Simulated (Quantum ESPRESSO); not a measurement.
Worked example: self-consistent single point of TiTe (P6_3/mmc, 4 atoms in the cell) in Quantum ESPRESSO.

Method: LDA (PZ), GBRV 1.5 ultrasoft (LDA) pseudopotentials (plane waves; Quantum ESPRESSO 7.5).

```
CELL_PARAMETERS angstrom
      3.59125     0.00000     0.00000
     -1.79563     3.11011     0.00000
      0.00000     0.00000     7.14360
ATOMIC_POSITIONS crystal
  Ti 0.00000 0.00000 0.50000
  Ti 0.00000 0.00000 0.00000
  Te 0.66667 0.33333 0.25000
  Te 0.33333 0.66667 0.75000
```

Reference input (self-consistent single point, DFT, PBEsol, plane waves, GBRV 1.5 ultrasoft (PBESOL) pseudopotentials): ecutwfc = 50 Ry; ecutrho = 400 Ry; occupations = smearing; smearing = fermi-dirac; degauss = 0.0073499 Ry; potentials = {Ti: ti_pbesol_v1.4.uspp.F.UPF, Te: te_pbesol_v1.uspp.F.UPF}; K_POINTS = automatic 7 7 3 0 0 0; conv_thr = 1e-10 Ry; mixing_beta = 0.5. This run's input differs from it in these lines:

```diff
@@ -22,4 +22,4 @@
 ATOMIC_SPECIES
-Ti    47.8670  ti_pbesol_v1.4.uspp.F.UPF
-Te   127.6000  te_pbesol_v1.uspp.F.UPF
+Ti    47.8670  ti_lda_v1.4.uspp.F.UPF
+Te   127.6000  te_lda_v1.uspp.F.UPF
 ATOMIC_POSITIONS angstrom
```

Output (repeated stretches shortened):

```
     Self-consistent Calculation

     iteration #  1     ecut=    50.00 Ry     beta= 0.50

     Threshold (ethr) on eigenvalues was too large:
     Diagonalizing with lowered threshold

     negative rho (up, down):  1.027E-03 0.000E+00

     total energy              =    -291.68177199 Ry
     estimated scf accuracy    <       0.29168363 Ry

     iteration #  2     ecut=    50.00 Ry     beta= 0.50

     negative rho (up, down):  8.736E-04 0.000E+00

     total energy              =    -291.72335462 Ry
     estimated scf accuracy    <       0.25963206 Ry

     iteration #  3     ecut=    50.00 Ry     beta= 0.50

     negative rho (up, down):  7.524E-04 0.000E+00

     total energy              =    -291.77347453 Ry
     estimated scf accuracy    <       0.00475117 Ry

   [... 6 blocks of this kind left out ...]

     iteration # 10     ecut=    50.00 Ry     beta= 0.50

     negative rho (up, down):  6.926E-04 0.000E+00

     total energy              =    -291.77526797 Ry
     estimated scf accuracy    <       0.00000001 Ry

     iteration # 11     ecut=    50.00 Ry     beta= 0.50

     negative rho (up, down):  6.926E-04 0.000E+00
     End of self-consistent calculation

     the Fermi energy is    12.2859 ev

!    total energy              =    -291.77526798 Ry
     estimated scf accuracy    <          2.9E-12 Ry
     smearing contrib. (-TS)   =      -0.00627972 Ry
     internal energy E=F+TS    =    -291.76898826 Ry

     convergence has been achieved in  11 iterations

     negative rho (up, down):  6.926E-04 0.000E+00

     Forces acting on atoms (cartesian axes, Ry/au):

     atom    1 type  1   force =    -0.00000000   -0.00000000    0.00000000
   [... zero for the other atoms too ...]

     Total force =     0.000000     Total SCF correction =     0.000000

     negative rho (up, down):  6.926E-04 0.000E+00
          total   stress  (Ry/bohr**3)                   (kbar)     P=        4.23
   0.00004047   0.00000000   0.00000000            5.95        0.00        0.00
   0.00000000   0.00004047   0.00000000            0.00        5.95        0.00
   0.00000000   0.00000000   0.00000532            0.00        0.00        0.78

   JOB DONE.
```

The run converged in 11 iterations. Against the reference run the pressure goes from 3.10 to 0.42 GPa.

The starting cell comes from a database of computed structures (which also holds hypothetical and non-ambient phases and stackings), without a prior relaxation at this level. Its lattice was rescaled by a random factor within 2.5 % of one. Spin polarisation is off, so a magnetic state, if there is one, cannot be reached.

Cost on one core of a shared machine: roughly 70 s.
